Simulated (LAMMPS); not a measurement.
LAMMPS 22 Jul 2025, classical MD, EDIP (Si.edip): Si, 5832 atoms.

| Quantity | Result |
|---|---|
| task | MD, nve |
| potential | EDIP, Si.edip |
| copies of the repeat unit | 9×9×9 |
| shape (slab and sphere leave vacuum in the box) | bulk |
| neighbor skin | 2 Å |
| neigh_modify | every 1 delay 0 check yes |
| newton | on (default) |
| atom_modify sort (bins of 2 Å where set) | 1000 (default) |
| comm_style | brick (default) |
| box | 48.9 × 48.9 × 48.9 Å |
| start | generated diamond lattice, warmed in an untimed run |

All runs start from one configuration, warmed at this fixed volume for 1000 steps under a thermostat at 900 K. The run at the shortest step has a mean temperature of 906 K and a mean pressure of 0.3 GPa.

Each run covers about 2.0 ps at constant energy (mean temperature 906 K at the shortest step); σ is the standard deviation over the printed steps. One run each, on a shared machine, so no times are given.

Steps tried: 0.5 fs, 1 fs, 2 fs, 2.5 fs, 4 fs, 5 fs, 8 fs, 10 fs, 16 fs, 20 fs, 32 fs.

**Question.** What is the longest step at which the total energy fluctuates by under 2 % of the kinetic energy's fluctuation?

**Answer.** 2.5 fs. The run fails or blows up at 16 fs, 20 fs, 32 fs.

| time step | σ(E total)/σ(E kinetic) | last minus first total energy (meV/atom) | mean temperature (K) |
|---|---|---|---|
| 0.5 fs | 0.00052 | −0.0012 | 906 |
| 1 fs | 0.0021 | −0.0050 | 905 |
| 2 fs | 0.0083 | −0.019 | 903 |
| 2.5 fs | 0.013 | −0.029 | 902 |
| 4 fs | 0.033 | +0.0072 | 894 |
| 5 fs | 0.052 | +0.12 | 888 |
| 8 fs | 0.16 | +1.1 | 860 |
| 10 fs | 0.45 | +3.8 | 835 |
| 16 fs | stops: Lost atoms | — | — |
| 20 fs | stops: Lost atoms | — | — |
| 32 fs | stops: Lost atoms | — | — |

The bar is a choice.
